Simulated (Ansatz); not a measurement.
Consider B vacancy in zinc-blende BAs, charge state -3. The step: a nearby B atom hops onto the vacant site; the atom moves 3.40 Å along (0.00, 0.50, -0.50) of the unit cell; the moving atom starts with neighbours As at 2.06, As at 2.08, 2 As at 2.10 Å and ends with As at 2.06, As at 2.08, 2 As at 2.10 Å. A PBE band in Ansatz (plane-wave PAW, one k-point at (0.250, 0.250, 0.250), 64 host sites, 22 SCF runs with any check of the saddle's order, static, no finite-size correction) gives a forward barrier of 3.17 eV. The saddle point's order was not checked. The charge state is imposed; whether it is stable for some Fermi level was not computed. Forms of the defect that were not tried may lie lower.

Single points at the band's start and saddle point can refine it. Rough cost of one point, in units of the band's mean SCF on the same machine:

```
Level                                                   Cost of one point
------------------------------------------------------  -----------------
PBE, a 2×2×2 k-point mesh shifted by half a step                  about 5
r2SCAN at 500 eV, one k-point at (0.250, 0.250, 0.250)            about 2
```

Problem. Which of these move the barrier by more than 0.1 eV, and how far does each move it?

Solution. PBE, a 2×2×2 k-point mesh shifted by half a step: -0.08 eV; r2SCAN at 500 eV, one k-point at (0.250, 0.250, 0.250): +0.23 eV. Each functional is compared with PBE at the same k-points.

Ansatz is an electronic-structure program.
